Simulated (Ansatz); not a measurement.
Amorphous Si$_{12}$B$_{24}$N$_{40}$

Preparation: random packing, a CHGNet melt and quench, and a DFT relaxation. N atoms were pushed apart under 1.9 Å during the dynamics, to hinder bonds among them. The hot cell started wider than the set density and was brought back towards it in steps. It is the lowest in DFT energy of 2 quenches. It is a model cell: composition and starting density were chosen by hand, and all elements were melted together. No dispersion term was used.

Methods: PBE, scalar-relativistic without spin-orbit coupling (Ansatz, a first-principles code); r2SCAN, scalar-relativistic without spin-orbit coupling (Ansatz); HSE06, scalar-relativistic without spin-orbit coupling (Ansatz). Geometry, pressure, stress and energy are those of the PBE run. Its sampling: a 2×2×2 Γ-centred mesh; Fermi-Dirac width 0.02 eV; no spin polarisation. Other functionals are single points at the zone centre (r2SCAN at 500 eV; exact exchange cut at the cell's faces), free to take moments where seeds were set. At PBE the levels at the filled edge of the gap are localised (band-tail or defect states).

The number of atoms in the cell is 76. The density (held, not predicted) is 2.10 g/cm³ and the volume per atom is 12.04 Å³. The pressure on a 2×2×2 Γ-centred mesh is -3.91 GPa, the largest force and stress component on that mesh (the relaxation ran on the zone centre alone) is 0.07 eV/Å and 4.0 GPa and the energy relative to bulk hexagonal BN (AA') + beta Si3N4 (lowest mix at this level among the phases computed, not always the ambient ones) is 50.4 kJ/mol of atoms. The level gap on a 2×2×2 Γ-centred mesh (PBE) is 2.13 eV. The level gap at the zone centre (PBE) comes out as 2.14 eV and the level gap at the zone centre (r2SCAN) is 2.53 eV. The level gap at the zone centre (HSE06) is 3.35 eV.

Neighbours within Si-Si 2.60 Å, Si-B 2.28 Å, Si-N 2.14 Å, B-B 1.97 Å, B-N 1.76 Å, N-N 1.70 Å count as bonded. Two cations that share two anions don't count as bonded, nor two that share one unless they lie closer than Si-Si 2.38 Å, Si-B 2.09 Å, B-B 1.80 Å.

- Mean coordination of Si by anions = 3.92 (2 with 3, 9 with 4, 1 with 5)
- Mean coordination of B by anions = 2.88 (3 with 2, 21 with 3)
- Mean coordination of N = 2.90 (4 with 2, 36 with 3)
- Mean B-N bond = 1.467 Å (spread 0.061 Å, 69 counted)
- Mean Si-N bond = 1.768 Å (spread 0.074 Å, 47 counted)

Its density started from a set value of 2.10 g/cm³. The simulated quench (nominally 500 K/ps over its main leg) is rapid and tends to freeze in more defects than a deposited or slowly cooled glass has. One small periodic cell is one sample of the glass; other quenches scatter about these values. The volume was held where the preparation left it and the shape relaxed, at a PBE pressure of -3.9 GPa (tension). Stress components on the final sampling reach 4.0 GPa.
